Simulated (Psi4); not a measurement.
Psi4 1.11, B3LYP/def2-svp: Al(Br)2 ([Br][Al+][Br]), charge +1, multiplicity 1, 3 atoms. The geometry is a generated start, not checked to be a minimum at this level.

task: energy
method: b3lyp
basis: def2-svp
memory: 3 GB
maxiter: 100
keys of the molecule block: symmetry c1
scf_type: df (default)
guess: auto, which took SAD (default)
scf_initial_accelerator: adiis (default)
e_convergence: 1e-06 (default)
d_convergence: 1e-06 (default)
dft_radial_points: 75 (default)
dft_spherical_points: 302 (default)
basis functions: 82
grid points: 63702

```xyz
3

Al    -0.0030    -0.0018    -0.0018
Br    -0.1705     1.7391    -1.3512
Br     0.1735    -1.7373     1.3530
```

Charge 1 and multiplicity 1 are set for this test and not shown to be the ground state.

One run each on 2 threads. Values of diis_max_vecs tried: 3, 6, 10 (default), 20.

**Question.** How does the count of SCF iterations change with diis_max_vecs, and where is it least?

**Answer.** Fewest SCF iterations, within one of each other: 6 with 8, 10 (default) with 8, 20 with 8. The count rises to 13 at 3. All converge to one solution.

```tsv
diis_max_vecs	SCF iterations	end
3	13	same solution
6	8	same solution
10 (default)	8	same solution
20	8	same solution
```
